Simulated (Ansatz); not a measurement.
Fluorite PtAl2 was calculated with PBEsol in Ansatz (plane waves, PAW).

Numerical settings: plane-wave cutoff 520 eV, 16×16×16 k mesh, Fermi–Dirac smearing 0.05 eV, scalar-relativistic PAW data made under PBE.

Energies at three volumes about the minimum:

```csv
V (Å³/atom),E − E_lowest (meV/atom)
16.742,3.07
17.083,0.00
17.425,2.85
```

**Question.** Fit a parabola by hand: where is the minimum, what lattice constant follows, and what is the bulk modulus?

**Answer.** Slopes: (0.00 − 3.07)/(17.083 − 16.742) = -9.003 and (2.85 − 0.00)/(17.425 − 17.083) = 8.333 meV/Å³. Curvature E″ = 2 × (8.333 − (-9.003))/(17.425 − 16.742) = 50.764 meV/Å⁶. From the middle of the first interval, the slope vanishes at V0 = 16.9125 − (-9.003)/50.764 = 17.090 Å³/atom. B = V0 E″ = 17.090 × 50.764 meV/Å³ × 0.1602 GPa per meV/Å³ = 139 GPa. With 12 atoms in the cube, a = (12 × 17.090)^(1/3) = 5.897 Å. The full Birch–Murnaghan fit to all volumes gives V0 = 17.084 Å³/atom and B0 = 139 GPa.

Measured, for comparison: lattice constant a 5.91 Å (temperature not stated, copied from a table, unchecked, no zero-point or thermal correction; as tabulated in Crystal Structures 1, 239 (1963)).

Ansatz is an electronic-structure program.
